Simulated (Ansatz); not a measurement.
## Au on the 1x1 (111) surface of fcc Pd, one in a 2x2 cell, started at the site 'top Pd'

Level of theory: PBE (plane waves to 420 eV, PAW; Ansatz, a first-principles code).

Slab: 17 atoms, 6.8 Å thick at the start under the adsorbate (thin: gaps and levels are the slab's own); k 6x6x1, smearing 0.1 eV, dipole-corrected; 8 atoms held, the rest relaxed; symmetry of the start imposed; no spin, no spin-orbit, no U, no dispersion correction. At the end it is bonded to Pd. In PBE this state lies 0.67 eV over the lowest of the starts that converged ('hollow Pd-Pd-Pd over Pd at depth 4.5 Å').

```
Quantity                                                                                                                   Value
--------------------------------------------------------------------------------------  ----------------------------------------
adsorption energy against an atom of fcc Au                                                                              1.05 eV
work function of the top face                                                                                            4.90 eV
change of the work function                                                                                             -0.33 eV
change of the step from the bottom to the top vacuum level, against the clean slab                                      -0.33 eV
energy released by relaxation                                                                                            0.34 eV
height of the binding atom over the mean of the host atoms within 0.3 Å of the top one                                   2.353 Å
nearest host atoms of the binding atom                                                  Pd at 2.51 Å, Pd at 3.61 Å, Pd at 3.61 Å
largest move of a host atom                                                                                               0.15 Å
cost                                                                                       about 7 core-minutes (a rough figure)
```

A negative adsorption energy means that the adsorbate is more stable on the surface than in its reference.
